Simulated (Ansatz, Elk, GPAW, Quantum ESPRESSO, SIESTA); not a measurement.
## Code comparison for FeSb (P6_3/mmc, 4 atoms in the cell)

Self-consistent single point.

```xyz
4
Lattice="4.0148 0.0000 0.0000 -2.0074 3.4769 0.0000 0.0000 0.0000 5.0198" Properties=species:S:1:pos:R:3 pbc="T T T"
Fe     0.0000     0.0000     0.0000
Fe     0.0000     0.0000     2.5099
Sb     2.0074     1.1590     1.2549
Sb     0.0000     2.3180     3.7648
```
Moments meant for the start (each program seeds them in its own way; μB, in the order of the atoms Fe Fe Sb Sb): 4.0 4.0 0.0 0.0.

Shared settings, as Ansatz (a first-principles code) writes them: kpoints.mp_grid.grid = 6 6 4; scf.occupations.method = gaussian; scf.occupations.width = 0.136 eV. Potentials and cutoffs stand in the table.

```tsv
code	model	pressure (GPa)	size of the net moment (μB/atom)	cutoff
SIESTA	GGA PBEsol, numerical atomic orbitals DZP, PseudoDojo PBEsol standard norm-conserving potentials (rewritten from UPF to PSML)	-2.34	0.76	grid 350 Ry
Quantum ESPRESSO	PBEsol, PSlibrary PAW (PBE) pseudopotentials	-4.57	0.72	55 Ry
GPAW	PBEsol, GPAW PAW datasets PBEsol (made by gpaw-setup)	-4.82	0.72	800 eV
Elk	PBEsol, all-electron FP-LAPW, Elk's shipped species files, APW+lo basis with extra local orbitals	–	0.71	rgkmax 8
Ansatz	PBEsol, PAW files made with PBE	-4.79	0.72	default
```

A dash marks a value that a program does not give, or that is left out as unsure.

On Ansatz's run: spin-orbit coupling is off. The magnetic order is the one reached from the typed start; others were not searched systematically.

The spread over the programs that give each value: pressure within 2.48 GPa; size of the net moment within 0.05 μB/atom.

SIESTA uses small atom-centred bases, whose incompleteness enters pressures, forces and empty levels differently from a plane-wave cutoff. Elk treats all electrons, but the usual bases taken here (sphere radii, linearisation, local orbitals, empty states) were not tested for convergence, so the values are no reference for the others. Ansatz's pressure is given at a fixed set of plane waves, as the other plane-wave codes print theirs; with its correction for the finite basis it is -4.73 GPa. In the pressure, SIESTA (by 2.45) lies more than 1 GPa from the median of the plane-wave programs.

The starting cell comes from a database of computed structures (which also holds hypothetical and non-ambient phases and stackings), without a prior relaxation at this level.

Keys are those of Ansatz 0.2.
